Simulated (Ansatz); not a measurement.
The parent structure is SiO₂ (space group P4_12_12, No. 92; a = 5.085 Å, c = 7.100 Å).

Method: DFT with PBE, PAW potentials and a 420 eV plane-wave cutoff in Ansatz (a quantum-chemistry and plane-wave program), spin-orbit coupling left out.

For the base:

- Band gap: 5.51 eV
- Electron mass: 0.54 mₑ (at Γ)
- Valence-band top at Γ: 0.00, -0.25, -0.25 eV
- c/a ratio: 1.396
- Hole mass: 1.6 mₑ along c, 1.9 mₑ across (at Γ)

It is then changed as follows: a hydrostatic pressure of 0.3 GPa.

Q: Predict the new band gap, electron mass, valence-band top at Γ, c/a ratio and hole mass.

A: The band gap grows by 0.03 eV (5.51 eV → 5.54 eV); the electron mass is still 0.54 mₑ (at Γ); the valence-band top at Γ (three highest levels, from the VBM) goes from 0.00, -0.25, -0.25 eV to 0.00, -0.28, -0.28 eV; the c/a ratio falls by 0.0027 to 1.394; the hole mass changes from 1.6 mₑ along c, 1.9 mₑ across (at Γ) to 1.7 mₑ along c, 1.9 mₑ across (at Γ).

Load acts through the strain it causes; cell and atoms are relaxed under it. Effective masses come from finite differences of ±0.01 Å⁻¹. Stability against distortions was not tested.
